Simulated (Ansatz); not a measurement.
The reference is BeSe in the zinc blende structure (space group F-43m, No. 216).

```
CELL_PARAMETERS angstrom
      0.00000     2.54081     2.54081
      2.54081     0.00000     2.54081
      2.54081     2.54081     0.00000
ATOMIC_POSITIONS crystal
  Be 0.00000 0.00000 0.00000
  Se 0.25000 0.25000 0.25000
```

Cartesian axes are those of the cell as printed.

The values are results of DFT with LDA, PAW potentials and a 420 eV plane-wave cutoff in Ansatz (a program for electronic structure), no spin-orbit coupling, not measurements.

The change: the cell is stretched by 3.00 % along z with no lateral relaxation, atoms relaxed at fixed cell.

**Question.** Predict the stress tensor and what it implies for the stiffness.

**Answer.** Stress of the strained cell less that of the base (GPa, compression positive):
```
  -1.52    0.00    0.00
   0.00   -1.52    0.00
   0.00    0.00   -4.01
```

Then −Δσ_ii/ε with ε = 0.0300 gives secant stiffness values (nonlinear terms included at this strain): C33 ≈ 134 GPa, C13 ≈ 51 GPa and C23 ≈ 51 GPa.

As a check, the harmonic strain energy −½ V₀ Δσ:ε is 6.2 meV/atom; the computed energy rise is 6.3 meV/atom.

Stability against distortions was not tested.
